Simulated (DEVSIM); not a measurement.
System: Si/Ge p-n heterojunction, at 350 K.

Layer 1 from the left is Si, thickness (μm) 0.850, Na (cm⁻³) 2.5e17, τn (s) 2.6e-5, τp (s) 2.6e-5. Layer 2 from the left is Ge, thickness (μm) 1.30, Nd (cm⁻³) 1.6e18, τn (s) 2.6e-5, τp (s) 2.6e-5.

Left contact: ohmic. Right contact: ohmic. Voltage is applied to the left contact. Recombination: SRH at mid-gap, radiative, Auger. Mobility is constant in doping.

Constants are typed, rounded textbook-type inputs, not results; the design itself was drawn at random and stands for no fabricated device. Values at 300 K; Nc and Nv go as T^1.5, mobilities as T to minus their exponent, the gap by Varshni's rule with the affinity fixed.

Si: gap (eV) 1.124, affinity (eV) 4.05, permittivity 11.7, Nc (cm⁻³) 2.86e19, Nv (cm⁻³) 3.1e19, μn (cm²/Vs) 1417, μp (cm²/Vs) 470, T exponent of μn 2.3, T exponent of μp 2.2, B (cm³/s) 4.7e-15, Cn (cm⁶/s) 2.8e-31, Cp (cm⁶/s) 9.9e-32, Varshni α (eV/K) 0.000473, Varshni β (K) 636. Ge: gap (eV) 0.664, affinity (eV) 4, permittivity 16, Nc (cm⁻³) 1.04e19, Nv (cm⁻³) 6e18, μn (cm²/Vs) 3900, μp (cm²/Vs) 1900, T exponent of μn 1.66, T exponent of μp 2.33, B (cm³/s) 6.4e-14, Cn (cm⁶/s) 1e-31, Cp (cm⁶/s) 1e-31, Varshni α (eV/K) 0.000477, Varshni β (K) 235.

Model (solved in DEVSIM): 1D drift-diffusion, Boltzmann statistics, complete ionisation; no tunnelling, impact ionisation, image-force lowering or self-heating. Band offsets follow the typed affinities; no thermionic-emission limit at abrupt steps, no polarisation charge.

Task: What does the simulation give for the dark forward voltage at 100 A/cm², the largest field in the device at zero bias?

Result: dark forward voltage at 100 A/cm² 0.563 V; largest field in the device at zero bias 250000 V/cm.
